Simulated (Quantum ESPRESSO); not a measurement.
# A series of runs on FePt (P4/mmm, 2 atoms in the cell)

```xyz
2
Lattice="2.7280 0.0000 0.0000 0.0000 2.7280 0.0000 0.0000 0.0000 3.7374" Properties=species:S:1:pos:R:3 pbc="T T T"
Fe     0.0000     0.0000     0.0000
Pt     1.3640     1.3640     1.8687
```
Moments meant for the start (each program seeds them in its own way; μB, in the order of the atoms Fe Pt): 4.0 1.0.

Base run A: Quantum ESPRESSO with LDA (PZ), PSlibrary ultrasoft (LDA) pseudopotentials, self-consistent single point.

Its settings: ecutwfc = 55 Ry; ecutrho = 550 Ry; occupations = smearing; smearing = mp; degauss = 0.0099958 Ry; nspin = 2; potentials = {Fe: Fe.pz-n-rrkjus_psl.1.0.0.UPF, Pt: Pt.pz-n-rrkjus_psl.1.0.0.UPF}; K_POINTS = automatic 14 14 11 1 1 1; conv_thr = 1e-11 Ry; mixing_beta = 0.3.

The starting cell comes from a database of computed structures (which also holds hypothetical and non-ambient phases and stackings), without a prior relaxation at this level. The magnetic order is the one reached from the typed start; others were not searched systematically. In the base run, with a pressure of about -13 GPa the cell is away from its equilibrium volume at this level.

ΔF is the free energy per atom less that of run A. 

```csv
run,"degauss, K_POINTS",ΔF (meV/atom),pressure (GPa),size of the net moment (μB/atom),TS (meV/atom),k-points
A,"0.0099958 Ry, automatic 14 14 11 1 1 1",0.00,-13.24,1.61,0.6,168
B,"0.002205 Ry, automatic 11 11 9 1 1 1",1.35,-12.74,1.64,0.1,105
C,"0.0073499 Ry, automatic 11 11 9 1 1 1",1.24,-12.77,1.64,-0.3,105
D,"0.02205 Ry, automatic 11 11 9 1 1 1",3.8,-12.73,1.65,-6.4,105
E,"0.002205 Ry, automatic 13 13 10 1 1 1",3.1,-13.10,1.61,0.0,140
F,"0.0073499 Ry, automatic 13 13 10 1 1 1",2.8,-13.03,1.61,0.5,140
G,"0.02205 Ry, automatic 13 13 10 1 1 1",3.6,-12.98,1.62,-5.6,140
H,"0.002205 Ry, automatic 14 14 11 1 1 1",0.47,-13.40,1.60,0.0,168
I,"0.0073499 Ry, automatic 14 14 11 1 1 1",0.21,-13.27,1.61,0.6,168
J,"0.02205 Ry, automatic 14 14 11 1 1 1",1.26,-13.05,1.63,-6.6,168
K,"0.002205 Ry, automatic 16 16 12 1 1 1",0.25,-13.23,1.61,0.0,216
L,"0.0073499 Ry, automatic 16 16 12 1 1 1",0.20,-13.22,1.61,-0.2,216
M,"0.02205 Ry, automatic 16 16 12 1 1 1",2.0,-12.98,1.63,-6.5,216
```

Run H against A: The free energy stays essentially unchanged (within 1 meV/atom), the pressure goes from -13.24 to -13.40 GPa and the size of the net moment moves little (1.61 to 1.60 μB/atom).

Run J against A: The free energy goes up by 1.3 meV/atom, the pressure goes from -13.24 to -13.05 GPa and the size of the net moment moves little (1.61 to 1.63 μB/atom).
